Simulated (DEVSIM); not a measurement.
Structure: Co/SiO2/p-InP capacitor, at 400 K.

Layer 1 from the left is SiO2, thickness (nm) 4.80. Layer 2 from the left is InP, thickness (nm) 430, Na (cm⁻³) 2.1e17.

Metal gate on the left, work function 5 eV. Fixed charge at the semiconductor interface 1.8e10 cm⁻² (in units of +e); no interface traps.

Constants are typed, rounded textbook-type inputs, not results; the design itself was drawn at random and stands for no fabricated device. Values at 300 K; Nc and Nv go as T^1.5, mobilities as T to minus their exponent, the gap by Varshni's rule with the affinity fixed.

SiO2: gap (eV) 9, affinity (eV) 0.9, permittivity 3.9. InP: gap (eV) 1.344, affinity (eV) 4.38, permittivity 12.5, Nc (cm⁻³) 5.7e17, Nv (cm⁻³) 1.1e19, Varshni α (eV/K) 0.000363, Varshni β (K) 162.

Simulated with DEVSIM: 1D Poisson equation in equilibrium, Boltzmann statistics, complete ionisation; no quantum confinement or tunnelling. Metal contacts follow the ideal Schottky-Mott rule: no Fermi-level pinning, no interface dipoles.

Task: What does the simulation give for the flat-band voltage?

Result: flat-band voltage -0.54 V.
